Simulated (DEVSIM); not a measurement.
System: Schottky contact on n-type GaN, at 300 K.

Layer 1 from the left is GaN, thickness (μm) 6.10, Nd (cm⁻³) 2.8e17, τn (s) 3e-9, τp (s) 3e-9.

Left contact: Schottky, work function 5.72 eV, emission velocity 1.5e6 cm/s. Right contact: ohmic. Voltage is applied to the left contact. Recombination: SRH at mid-gap, radiative, Auger. Mobility is constant in doping.

This is a model device: material constants are rounded textbook-type values typed into the input, and sizes, dopings and lifetimes were drawn at random. Values at 300 K.

GaN: gap (eV) 3.43, affinity (eV) 4.1, permittivity 9.5, Nc (cm⁻³) 2.3e18, Nv (cm⁻³) 4.6e19, μn (cm²/Vs) 1200, μp (cm²/Vs) 100, B (cm³/s) 1e-11, Cn (cm⁶/s) 1e-30, Cp (cm⁶/s) 1e-30.

Simulated with DEVSIM: 1D drift-diffusion, Boltzmann statistics, complete ionisation; no tunnelling, impact ionisation, image-force lowering or self-heating. Metal contacts follow the ideal Schottky-Mott rule: no Fermi-level pinning, no interface dipoles.

Dark forward current:

```
|V| (V)  |J| (A/cm²)
-------  -----------
0.55       5.829e-13
0.60       4.032e-12
0.65       2.789e-11
0.70       1.929e-10
0.75        1.334e-9
0.80        9.229e-9
0.85        6.384e-8
0.90        4.415e-7
0.95        3.054e-6
1.00        2.112e-5
1.05       0.0001461
1.10        0.001010
1.15        0.006984
1.20         0.04829
1.25          0.3338
1.30           2.305
1.35           15.83
1.40           105.1
1.45           587.2
1.50            2093
```

Work out the local ideality factor n = ΔV / (kT/q · ln(J2/J1)) between the rows 0.55 and 0.60 V, 0.75 and 0.80 V, 1.45 and 1.50 V.

kT/q = 25.85 mV. From 0.55 to 0.60 V: ln(4.032e-12/5.829e-13) = 1.934, n = 1.00, near the 1 of diffusion or emission over a barrier. From 0.75 to 0.80 V: ln(9.229e-9/1.334e-9) = 1.934, n = 1.00, near the 1 of diffusion or emission over a barrier. From 1.45 to 1.50 V: ln(2093/587.2) = 1.271, n = 1.52; the layers' resistance at their doping, Σ W/(qμN) = 1.1e-5 Ω cm², would take 17 mV of this step of 50 mV.

Estimate the current at 0.95 V for emission alone, J0 = q v N_band exp(−φB/kT), and read the barrier back from the simulated current.

φB = 1.620 eV, N_band = 2.30e18 cm⁻³, J0 = 3.35e-22 A/cm²; J = J0 (exp(qV/kT) − 1) = 3.06e-6 A/cm². The simulation gives 3.05e-6 A/cm², the same within the digits that matter. Read backwards, the simulated current gives an apparent barrier of 1.620 eV. The estimate leaves out transport through the depletion region and minority injection.
